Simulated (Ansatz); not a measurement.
A computed series for PbSe: response to strain

Start from PbSe in the rock salt structure (space group Fm-3m, No. 225; a = 6.178 Å). Axes: x, y, z lie along the cube axes.

Strains are applied to the cell and any free atomic positions relax; under biaxial strain the out-of-plane vector relaxes too.

All numbers come from r2SCAN/PAW in Ansatz (an electronic-structure program), no spin-orbit coupling.

```json
[
 {"biaxial strain, plane normal [111], relaxed out of plane (%)": "-2.5", "band gap (eV)": "0.22"},
 {"biaxial strain, plane normal [111], relaxed out of plane (%)": "-2.08", "band gap (eV)": "0.31"},
 {"biaxial strain, plane normal [111], relaxed out of plane (%)": "-1.67", "band gap (eV)": "0.38"},
 {"biaxial strain, plane normal [111], relaxed out of plane (%)": "-1.25", "band gap (eV)": "0.46"},
 {"biaxial strain, plane normal [111], relaxed out of plane (%)": "-0.83", "band gap (eV)": "?"},
 {"biaxial strain, plane normal [111], relaxed out of plane (%)": "-0.42", "band gap (eV)": "0.60"},
 {"biaxial strain, plane normal [111], relaxed out of plane (%)": "0", "band gap (eV)": "0.67"}
]
```

Problem. Fit E_g = E₀ + Dε (ε in %) to the rows shown and predict the withheld row.

Solution. Least squares on the printed values gives E₀ = 0.68 eV, D = 178 meV per % of strain (largest residual 0.01 eV); this predicts 0.53 eV, and the run gives 0.53 eV, in agreement.

Spin-orbit coupling, missing from the scalar runs, can matter with Pb. No phonon test of stability was made. The zero or small gap of PbSe under biaxial strain −2.50 %, plane normal [111], relaxed out of plane can change with the level of theory.
